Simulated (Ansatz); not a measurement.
The parent structure is WSi2 (space group I4/mmm, No. 139; a = 3.1853 Å, c = 7.7731 Å; relaxed with 0.1 eV smearing). Axes: x, y, z lie along a, b, c of the conventional cell.

Computed with LDA, PAW, 420 eV (Ansatz, a quantum-chemistry and plane-wave program; without spin-orbit coupling).

Base values:

The pressure is 0.0 GPa.

Perturbation: uniaxial strain ε_zz = −1.00 %, all other strain components held at zero, atoms relaxed at fixed cell.

What happens to the energy relative to the base and pressure?

The energy rises by 2.4 meV/atom; the pressure (mean of the normal stresses, compression positive) goes from zero to 2.7 GPa.

No phonon test of stability was made. All final runs are without spin polarisation.
